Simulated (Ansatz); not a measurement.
PBE against PBEsol: hypothetical rock salt BP, uniaxial strain ε_zz = +0.50 %

The reference is BP in the rock salt structure (space group Fm-3m, No. 225; a = 4.321 Å; a hypothetical phase, not in the database extracts checked; relaxed with 0.1 eV smearing). Axes: x, y, z lie along the cube axes.

(Cell as relaxed with PBE.)

Levels (all Ansatz, a program for electronic structure, PAW): PBE (420 eV, no spin-orbit coupling); PBEsol (420 eV, scalar-relativistic without spin-orbit coupling).

Each level relaxes its own structure.

```csv
base,PBE,PBEsol
volume per atom,10.08 Å³,9.86 Å³
lattice parameter a,4.321 Å,4.289 Å
band gap,zero,zero
```

Now apply this change: the cell is stretched by 0.50 % along z with no lateral relaxation; the atoms relax in the strained cell.

```csv
quantity,PBE,PBEsol
band gap,zero,zero
shortest interatomic distance,2.160 Å,2.145 Å
energy relative to the base (free energy F),+0.2 meV/atom,+0.2 meV/atom
"stress (xx, yy, zz, yz, xz, xy; compression positive)","(-0.6, -0.6, -1.1, 0.0, 0.0, 0.0) GPa","(-0.6, -0.6, -1.2, 0.0, 0.0, 0.0) GPa"
```

PBE's shortest interatomic distance lies 0.0156 Å above PBEsol's (0.7 %); the two agree on the band gap and energy relative to the base. Neither level is exact; PBEsol is the comparison here, not a measurement.

Whether these cells are dynamically stable was not tested. The final runs are not spin-polarised.
